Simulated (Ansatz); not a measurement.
By PBEsol, the system below comes out a metal.

A figure of merit of an interconnect metal is its ballistic conductance per area.

Data:

```
W
1.0
    2.74558     0.00000     0.00000
   -0.91519     2.58856     0.00000
    0.91519     1.29428     2.24175
W
1
Direct
  0.00000   0.00000   0.00000
```

The cell is taken as given; by PBEsol it stands under a pressure of -4.9 GPa.

The current flows along the normal of the first two printed cell vectors, the (110) plane of the conventional cell. No spin-orbit coupling; the value is a mean over 0.1 eV about the Fermi level.

Task: Estimate the ballistic conductance per area that PBEsol (Ansatz, a program for electronic structure) returns for this system.

Result: 0.90 × 10¹⁵ S/m² for both spins.
